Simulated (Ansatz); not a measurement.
How far PBE and PBEsol part for MgO, pressure 0.7 GPa

Take MgO in the rock salt structure (space group Fm-3m, No. 225; a = 4.2539 Å) as the base.

(Cell as relaxed with PBE.)

Levels (all Ansatz, an electronic-structure program, PAW): PBE (420 eV, without spin-orbit coupling); PBEsol (420 eV, no spin-orbit coupling).

Each level relaxes its own structure.

```tsv
base	PBE	PBEsol
volume per atom	9.62 Å³	9.35 Å³
lattice parameter a	8.039 bohr	7.964 bohr
band gap	4.46 eV	4.62 eV
```

One thing is altered: cell and atoms relaxed at a pressure of 0.7 GPa.

```json
[
 {"quantity": "band gap", "PBE": "4.50 eV", "PBEsol": "4.66 eV"},
 {"quantity": "gap character", "PBE": "direct at Γ", "PBEsol": "direct at Γ"},
 {"quantity": "shortest interatomic distance", "PBE": "4.013 bohr", "PBEsol": "3.976 bohr"}
]
```

PBE's band gap lies 0.16 eV below PBEsol's; PBE's shortest interatomic distance lies 0.037 bohr above PBEsol's (0.9 %); the two agree on the gap character. Neither level is exact; PBEsol is the comparison here, not a measurement.

Load acts through the strain it causes; cell and atoms are relaxed under it. No phonon test of stability was made. The base started in Pnma and relaxed to Fm-3m at this level.
